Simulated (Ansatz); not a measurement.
The reference is Se (space group P3_121, No. 152; a = 4.039 Å, c = 5.120 Å; made of chains). Axes: x lies along a and z along c of the hexagonal cell.

The change: uniaxial stress, 0.5 GPa compression along z, with the cell and atoms free to relax against it.

Levels (all Ansatz, an electronic-structure program, PAW, earlier PAW set): PBEsol (420 eV, no SOC); r2SCAN (500 eV, no spin-orbit coupling); HSE06 (420 eV, without spin-orbit coupling); PBEsol+SOC (420 eV, with spin-orbit coupling); HSE06+SOC (420 eV, with spin-orbit coupling).

One geometry, relaxed with PBEsol, under each level:

| level | band gap | lowest conduction level above the VBM at special points | electron mass | pressure |
|---|---|---|---|---|
| PBEsol | 0.47 eV | H 0.47 eV; A 0.78 eV; L 1.29 eV; M 1.37 eV | 0.092 mₑ along z, 0.099 mₑ across (at H) | 0.16 GPa |
| r2SCAN | 0.74 eV | H 0.74 eV; A 1.00 eV; L 1.52 eV; M 1.63 eV | 0.10 mₑ along z, 0.14 mₑ across (at H) | 2.01 GPa |
| HSE06 | 1.18 eV | H 1.18 eV; A 1.50 eV; L 1.99 eV; Γ 2.16 eV | – | – |
| PBEsol+SOC | 0.40 eV | H 0.40 eV; A 0.67 eV; L 1.21 eV; M 1.30 eV | 0.089 mₑ along z, 0.098 mₑ across (at H) | 0.25 GPa |
| HSE06+SOC | ? | ? | – | – |

Task: Give the withheld HSE06+SOC results.

Result: 
- HSE06+SOC, band gap: 1.12 eV
- HSE06+SOC, lowest conduction level above the VBM at special points: H 1.12 eV; A 1.38 eV; L 1.93 eV; Γ 1.96 eV

Single points use the geometry relaxed with PBEsol. Their cutoffs differ, which shifts pressures a little. The hybrid gap comes from the SCF mesh plus the semilocal run's edge points and a few special points and is an upper bound. The spin-orbit shifts are approximate. Load acts through the strain it causes; cell and atoms are relaxed under it. Effective masses come from finite differences of ±0.01 Å⁻¹. Stability under load was not tested beyond the relaxation. No dispersion term is included in the PBEsol runs.
